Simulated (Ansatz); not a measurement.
The starting structures come from a database of crystals and need not be the phases stable at ambient conditions.

By PBEsol, the system below comes out a metal.

A figure of merit of an interconnect metal is its ballistic conductance per area.

```
Al2Au
1.0
    4.24594     0.00000     0.00000
   -2.12297     3.67709     0.00000
    2.12297     1.22570     3.46680
Al Au
2 1
Direct
  0.50000   0.75000   0.75000
  0.50000   0.25000   0.25000
  0.00000   0.00000   0.00000
```

The cell is taken as given.

The current flows along the normal of the first two printed cell vectors, the (111) plane of the conventional cell. No spin-orbit coupling; the value is a mean over 0.1 eV about the Fermi level.

Question: Predict the ballistic conductance per area from PBEsol (Ansatz, an electronic-structure program).

Answer: 0.76 × 10¹⁵ S/m² for both spins.
